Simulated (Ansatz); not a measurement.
Consider CaS in the rock salt structure (space group Fm-3m, No. 225).

```yaml
crystal:
  lattice:
    - [0.00000, 2.81660, 2.81660]
    - [2.81660, 0.00000, 2.81660]
    - [2.81660, 2.81660, 0.00000]
  atoms:
    - { symbol: Ca, position: [0.00000, 0.00000, 0.00000] }
    - { symbol: S, position: [0.50000, 0.50000, 0.50000] }
```

All numbers come from PBEsol/PAW in Ansatz (an electronic-structure program), scalar-relativistic without spin-orbit coupling.

Strains are applied to the cell and any free atomic positions relax.

One change was made to it. Results:

The electron mass becomes 1.4 mₑ along k, 0.27 mₑ across (at X) (base: 1.4 mₑ along k, 0.29 mₑ across (at X)); the band gap falls by 0.17 eV (2.16 eV → 1.99 eV); the energy goes up by 16 meV/atom.

Which of these changes matches the shifts?
A) isotropic strain −3.00 %
B) isotropic strain +2.50 %
C) isotropic strain +3.00 %
D) isotropic strain −2.00 %
E) isotropic strain +0.50 %

D, isotropic strain −2.00 %. For comparison, the band gap in the other runs: isotropic strain −3.00 % gives 1.89 eV; isotropic strain +2.50 % gives 2.33 eV; isotropic strain +3.00 % gives 2.36 eV; isotropic strain +0.50 % gives 2.20 eV.

Masses are band curvatures over ±0.01 Å⁻¹ around the edge. Along k means along the line from Γ to the band edge. No phonon test of stability was made.
